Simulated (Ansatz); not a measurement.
An Ansatz (a first-principles code) input (HSE06 in Ansatz (plane waves to 420 eV, PAW, scalar-relativistic without spin-orbit coupling), earlier PAW set):

Ansatz 0.2 input:
```yaml
crystal:
  lattice:
    - [4.5134374969, 0, 0]
    - [-2.2567187484, 3.9087515307, 0]
    - [0, 0, 7.3356691634]
  atoms:
    - { symbol: Mg, position: [0.6666666667, 0.3333333333, 0.000986736] }
    - { symbol: Mg, position: [0.3333333333, 0.6666666667, 0.500986736] }
    - { symbol: Te, position: [0.6666666667, 0.3333333333, 0.624213264] }
    - { symbol: Te, position: [0.3333333333, 0.6666666667, 0.124213264] }
basis: { ecutwfc: 420, ecutrho_ratio: 4, xc_grid: 2, fft_grid_basis: typed }
kpoints: { mp_grid: { grid: [6, 6, 4] } }
hamiltonian:
  xc: hse06
  dispersion: none
  pseudopotentials: { azcp: { folder: ./paw }, kind: paw }
scf: { occupations: { method: fermi_dirac, width: 0.01 } }
output: { eigenvalues: true, eigenstates: { kpoints: [[0, 0, 0], [0.5, 0, 0], [0.5, 0, 0.5]] } }
```

Task: Which symmetry and how many k-points will the program report, and about how many plane waves at Γ?

Result: Space group P63mc (ITA 186) with 12 operations, k-points 21 of 144, and 2539 plane waves at Γ.

Single points use the geometry relaxed with PBEsol. The cells carry an imposed strain or load. Whether these cells are dynamically stable was not tested. The cell was made from MgTe in the wurtzite structure (space group P6_3mc, No. 186) by this change: isotropic strain −1.04 %.
